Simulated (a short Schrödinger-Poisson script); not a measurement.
## MOS inversion layer, Al2O3 on p-type Si(100)

System: MOS inversion layer, Al2O3 on p-type Si(100), at 400 K.

| layer | material | thickness (nm) | Na (cm⁻³) |
|---|---|---|---|
| 1 | Al2O3 | 5.8 | - |
| 2 | Si | 330 | 1.7e18 |

The device is made up for the run: typed textbook-type constants, with dimensions and the other settings drawn at random. Al2O3: permittivity 9, conduction-band edge (eV) 2.7, gap (eV) 6.8, electron mass (mₑ) 0.3. Si: permittivity 11.7, conduction-band edge (eV) 0, gap (eV) 1.124, Nv at 300 K (cm⁻³) 3.1e19.

Channel valleys (confinement mass, in-plane density-of-states mass, number): Δ2 0.916, 0.19, 2; Δ4 0.19, 0.417, 4. At the gate the conduction-band edge of layer 1 lies 2.96 eV − eVg above the Fermi level of the channel; the field vanishes at the back. Gaps are held at their typed values at every temperature. Mesh 0.03 nm at interfaces.

Solved with a short Schrödinger-Poisson script written for these runs: 1D Poisson equation in equilibrium, electrons quantum, Hartree (BenDaniel-Duke, 12 states a valley, the channel's in-plane mass for all, wave functions ending at the dielectric), parabolic valleys, classical holes, full ionisation, no traps, pinning or gate leakage.

```
Vg (V)  electrons (cm⁻²)  C (μF/cm²)  Δ2 E0 (meV)  Δ2 E1 (meV)  Δ4 E0 (meV)  Δ4 E1 (meV)
------  ----------------  ----------  -----------  -----------  -----------  -----------
0.3               4.93e6       0.360        496.4        578.1        571.7        700.8
0.4               3.55e7       0.344        426.9        512.4        505.8        641.8
0.5               2.68e8       0.331        356.0        445.2        438.3        580.8
0.6               2.09e9       0.324        284.2        376.7        369.5        518.1
0.7              1.63e10       0.347        212.4        308.2        300.7        455.0
0.8              1.05e11       0.505        147.0        245.8        238.2        397.3
0.9              3.94e11       0.768        100.3        202.0        194.3        357.1
1                8.69e11       0.933         71.4        175.9        168.3        333.6
1.1              1.44e12        1.02         52.1        159.4        151.9        319.1
1.2              2.07e12        1.07         37.7        147.7        140.3        309.1
1.3              2.73e12        1.10         26.2        138.8        131.6        301.7
1.4              3.41e12        1.12         16.5        131.6        124.6        296.0
1.5              4.10e12        1.13          8.1        125.6        118.7        291.3
1.6              4.81e12        1.15          0.5        120.5        113.8        287.4
1.7              5.52e12        1.16         -6.4        116.0        109.4        284.0
1.8              6.24e12        1.16        -12.8        112.0        105.5        281.1
1.9              6.96e12        1.17        -18.8        108.3        102.0        278.5
2                7.69e12        1.18        -24.4        105.0         98.7        276.2
2.1              8.42e12        1.18        -29.8        101.9         95.7        274.0
2.2              9.15e12        1.18        -35.0         99.0         92.9        272.1
2.3              9.89e12        1.19        -40.0         96.2         90.3        270.3
```

Subbands count from the Fermi level.
